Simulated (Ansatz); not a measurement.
# Bi2Te3 (model structure, started from the A-La2O3 type, P-3m1, No. 164, 5 atoms in the cell)

All values below come from PBEsol in Ansatz (plane waves, PAW).

Numerical settings: plane-wave cutoff 520 eV, 12×12×4 k mesh (along the axes of the cell as run), Fermi–Dirac smearing 0.01 eV, scalar-relativistic PAW data made under PBE.

Cell (relaxed at this level):

```xyz
5
Lattice="4.3507 0.0000 0.0000 -2.1754 3.7678 0.0000 0.0000 0.0000 10.5532" Properties=species:S:1:pos:R:3 pbc="T T T"
Bi     0.0000     2.5119     2.0269
Bi     2.1754     1.2559     8.5263
Te     0.0000     0.0000     0.0000
Te     0.0000     2.5119     6.7957
Te     2.1754     1.2559     3.7576
```

For Bi2Te3 (model structure, started from the A-La2O3 type, P-3m1, No. 164, 5 atoms in the cell), the band gap is 0.46 eV.

Note: the relaxation could raise the start's symmetry but not lower it, so the cell can be a saddle point.

Spin–orbit coupling is not included; with these elements it can move the gap by several tenths of an eV or more.

The computed numbers hold no vibrational or temperature effects.

It cost roughly 40 core-seconds of CPU time.

A model structure was made by putting elements into a prototype or built by hand; it is no filed structure, need not be a known phase, and can be a saddle point held by its symmetry.

Ansatz is an electronic-structure program.
